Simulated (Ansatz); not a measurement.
**BeSe: energy against strain**

BeSe (zinc blende, F-43m, 16.403 Å³/atom at rest) under an equal strain ε in the (111) plane with the normal axis free, as in a coherent film. LDA in Ansatz, a plane-wave DFT program (PAW, default set), 420 eV, 11×11×11 Γ-centred mesh, Fermi-Dirac smearing 0.05 eV; ions are relaxed within the symmetry of each cell.

Here s stands for strain and y for E less E0.

| strain (%) | E less E0 (meV/atom) |
|---|---|
| -1.25 | 3.28 |
| -0.83 | 1.43 |
| -0.42 | 0.36 |
| 0.00 | 0.00 |
| 0.42 | 0.36 |
| 0.83 | 1.39 |
| 1.25 | 3.13 |
| 2.50 | ? |

Taking a parabola for y over the 7 complete rows: Least squares gives y = -0.002 - 0.0455·s + 2.0520·s². Residuals (row less fit): 0.019, -0.019, -0.019, 0.002, 0.019, 0.016, -0.017; standard error 0.023 (degrees of freedom: 4). Twice the quadratic coefficient over the volume, 2 × 2.0520 meV × 10⁴ × 0.1602 / 16.403 Å³, is twice the biaxial elastic modulus of this plane = 401 ± 3 GPa.

Question: Estimate the missing y (s = 2.50); what did the run itself give?

Answer: y = -0.002 - 0.0455 × 2.50 + 2.0520 × 2.50² = 12.709 meV/atom. The calculation gives 12.12 meV/atom, 0.589 meV/atom below the prediction (4.9 % of the range of y in the table). The row lies outside the fitted rows, so this is an extrapolation. From the scatter of the fitted rows alone, a prediction at this place has a standard error of 0.086 meV/atom, so the miss is 6.8 times that.

One order more, fitted to all 13 runs of the series, follows each within 0.01, so the miss is the next term of a smooth law. Rows are the converged runs of the series near zero and its far end; series whose fitted rows scatter by over a few per cent of the range, as at a crossing or softening among them, aren't shown in this form. Most that stay on the fit to the last digits aren't either.
